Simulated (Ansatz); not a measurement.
The reference is GaN in the zinc blende structure (space group F-43m, No. 216; a = 4.4979 Å).

Structures relaxed with plane-wave PAW DFT at the r2SCAN level (Ansatz, a quantum-chemistry and plane-wave program, 500 eV), no SOC.

Base:

Simulated powder pattern, Cu Kα1, λ = 1.54056 Å (kinematic, ideal powder, no thermal factors, no anomalous dispersion; the 8 strongest lines at most, above 2 %, up to 2θ = 90°):

```json
[
 {"2θ (°)": "34.51", "I/Imax (%)": "100", "hkl": "(111)"},
 {"2θ (°)": "40.06", "I/Imax (%)": "33", "hkl": "(200)"},
 {"2θ (°)": "57.94", "I/Imax (%)": "41", "hkl": "(220)"},
 {"2θ (°)": "69.22", "I/Imax (%)": "37", "hkl": "(311)"},
 {"2θ (°)": "72.77", "I/Imax (%)": "7.7", "hkl": "(222)"},
 {"2θ (°)": "86.47", "I/Imax (%)": "6.1", "hkl": "(400)"}
]
```

It is then changed as follows: As takes the place of N on all its sites, then cell and atoms are relaxed.

After the change:

Simulated powder pattern, Cu Kα1, λ = 1.54056 Å (kinematic, ideal powder, no thermal factors, no anomalous dispersion; the 8 strongest lines at most, above 2 %, up to 2θ = 90°):

```tsv
2θ (°)	d (Å)	I/Imax (%)	hkl
27.23	3.272	100	(111)
45.22	2.004	75	(220)
53.59	1.709	45	(311)
65.87	1.417	12	(400)
72.67	1.300	18	(331)
83.50	1.157	24	(422)
89.87	1.091	14	(511)
```

The indices refer to each structure's own conventional cell; one index is shown for lines that coincide.

Stability against distortions was not tested. This is not the structure that GaN has at room temperature and ambient pressure.
